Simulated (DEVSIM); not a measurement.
System: Schottky contact on p-type GaP, at 400 K.

```csv
layer (left to right),material,thickness (μm),Na (cm⁻³),τn (s),τp (s)
1,GaP,1.80,1.1e15,1.6e-6,1.6e-6
```

Left contact: Schottky, work function 4.78 eV, emission velocity 8e6 cm/s. Right contact: ohmic. Voltage is applied to the left contact. Recombination: SRH at mid-gap, radiative, Auger. Mobility is constant in doping.

Constants are typed, rounded textbook-type inputs, not results; the design itself was drawn at random and stands for no fabricated device. Values at 300 K; Nc and Nv go as T^1.5, mobilities as T to minus their exponent, the gap by Varshni's rule with the affinity fixed.

```tsv
parameter	GaP
gap (eV)	2.26
affinity (eV)	3.8
permittivity	11.1
Nc (cm⁻³)	1.8e19
Nv (cm⁻³)	1.9e19
μn (cm²/Vs)	250
μp (cm²/Vs)	150
T exponent of μn	1.6
T exponent of μp	1.98
B (cm³/s)	1e-13
Cn (cm⁶/s)	1e-30
Cp (cm⁶/s)	1e-30
Varshni α (eV/K)	0.00058
Varshni β (K)	372
```

Model (solved in DEVSIM): 1D drift-diffusion, Boltzmann statistics, complete ionisation; no tunnelling, impact ionisation, image-force lowering or self-heating. Metal contacts follow the ideal Schottky-Mott rule: no Fermi-level pinning, no interface dipoles.

The thickness of layer 1 was swept, all else fixed.

```json
[
 {"thickness of layer 1 (μm)": "0.36", "largest field in the device at zero bias (V/cm)": "28000", "dark forward voltage at 1 A/cm² (V)": "0.734"},
 {"thickness of layer 1 (μm)": "0.63", "largest field in the device at zero bias (V/cm)": "20000", "dark forward voltage at 1 A/cm² (V)": "0.740"},
 {"thickness of layer 1 (μm)": "1.1", "largest field in the device at zero bias (V/cm)": "18000", "dark forward voltage at 1 A/cm² (V)": "0.744"},
 {"thickness of layer 1 (μm)": "1.8", "largest field in the device at zero bias (V/cm)": "17000", "dark forward voltage at 1 A/cm² (V)": "0.748"},
 {"thickness of layer 1 (μm)": "3.1", "largest field in the device at zero bias (V/cm)": "17000", "dark forward voltage at 1 A/cm² (V)": "0.757"},
 {"thickness of layer 1 (μm)": "5.4", "largest field in the device at zero bias (V/cm)": "17000", "dark forward voltage at 1 A/cm² (V)": "0.774"},
 {"thickness of layer 1 (μm)": "9", "largest field in the device at zero bias (V/cm)": "17000", "dark forward voltage at 1 A/cm² (V)": "0.797"}
]
```

From the first row to the last the largest field in the device at zero bias goes from 28000 to 17000. From the first row to the last the dark forward voltage at 1 A/cm² goes from 0.734 to 0.797.
